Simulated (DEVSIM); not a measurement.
System: abrupt Si p-n junction, at 300 K.

```
layer (left to right)  material  thickness (μm)  Nd (cm⁻³)  Na (cm⁻³)  τn (s)  τp (s)
---------------------  --------  --------------  ---------  ---------  ------  ------
1                            Si            6.90          -     2.3e17  6.6e-7  6.6e-7
2                            Si            72.0     5.7e14          -  6.6e-7  6.6e-7
```

Left contact: ohmic. Right contact: ohmic. Voltage is applied to the left contact. Recombination: SRH at mid-gap, radiative. Mobility is constant in doping.

This is a model device: material constants are rounded textbook-type values typed into the input, and sizes, dopings and lifetimes were drawn at random. Values at 300 K; Nc and Nv go as T^1.5, mobilities as T to minus their exponent, the gap by Varshni's rule with the affinity fixed.

| parameter | Si |
|---|---|
| gap (eV) | 1.124 |
| affinity (eV) | 4.05 |
| permittivity | 11.7 |
| Nc (cm⁻³) | 2.86e19 |
| Nv (cm⁻³) | 3.1e19 |
| μn (cm²/Vs) | 1417 |
| μp (cm²/Vs) | 470 |
| T exponent of μn | 2.3 |
| T exponent of μp | 2.2 |
| B (cm³/s) | 4.7e-15 |
| Varshni α (eV/K) | 0.000473 |
| Varshni β (K) | 636 |

DEVSIM, 1D drift-diffusion, Boltzmann statistics, complete ionisation; no tunnelling, impact ionisation, image-force lowering or self-heating.

The temperature was swept, all else fixed.

```csv
temperature (K),largest field in the device at zero bias (V/cm),dark forward voltage at 1 A/cm² (V),dark forward voltage at 100 A/cm² (V),potential step across the device at zero bias (V)
250,26000,0.727,1.015,0.809
300,27000,0.628,1.012,0.717
350,29000,0.528,1.022,0.622
400,31000,0.428,1.047,0.525
450,32000,0.328,1.088,0.425
500,34000,0.224,1.131,0.329
```

From the first row to the last the largest field in the device at zero bias goes from 26000 to 34000. From the first row to the last the dark forward voltage at 1 A/cm² goes from 0.727 to 0.224.
